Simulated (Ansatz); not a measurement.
**ZrO2 under a change: Zr → Hf**

The parent structure is ZrO2 (space group P4_2/nmc, No. 137; a = 3.601 Å, c = 5.228 Å).

Modification: every Zr is replaced by Hf, then cell and atoms are relaxed.

Calculations: DFT with r2SCAN, PAW potentials and a 500 eV plane-wave cutoff in Ansatz (an electronic-structure program), no spin-orbit coupling. k-mesh 9×9×7 (Γ-centred); smearing 0.05 eV (Fermi–Dirac).

| quantity | base | changed | shift |
|---|---|---|---|
| density | 6.04 g/cm³ | 10.50 g/cm³ | +4.468 g/cm³ |
| lattice parameter a | 3.601 Å | 3.577 Å | -0.0246 Å |
| c/a ratio | 1.452 | 1.455 | +0.003 |
| shortest interatomic distance | 2.074 Å | 2.059 Å | -0.015 Å |
| band gap | 4.60 eV | 5.26 eV | +0.667 eV |
| gap character | indirect, k = (0.222, 0.222, 0) in the run's primitive reciprocal basis → Γ | indirect, Z → Γ | – |
| smallest direct gap | 4.71 eV | 5.34 eV | +0.625 eV |
| width of the top valence band | 0.89 eV | 0.98 eV | +0.09 eV |
| electron mass | 2.2 mₑ along c, 0.63 mₑ across (at Γ) | 1.0 mₑ along c, 0.89 mₑ across (at Γ) | – |

Final structure:

```xyz
6
Lattice="3.5768 0.0000 0.0000 0.0000 3.5768 0.0000 0.0000 0.0000 5.2025" Properties=species:S:1:pos:R:3 pbc="T T T"
Hf     0.0000     0.0000     0.0000
Hf     1.7884     1.7884     2.6013
O      0.0000     1.7884     1.0206
O      0.0000     1.7884     3.6219
O      1.7884     0.0000     1.5807
O      1.7884     0.0000     4.1819
```

Spin-orbit coupling, missing from the scalar runs, can matter with Hf. Masses are band curvatures over ±0.01 Å⁻¹ around the edge. Stability against distortions was not tested. This is not the structure that HfO2 has at room temperature and ambient pressure. This is not the structure that ZrO2 has at room temperature and ambient pressure.
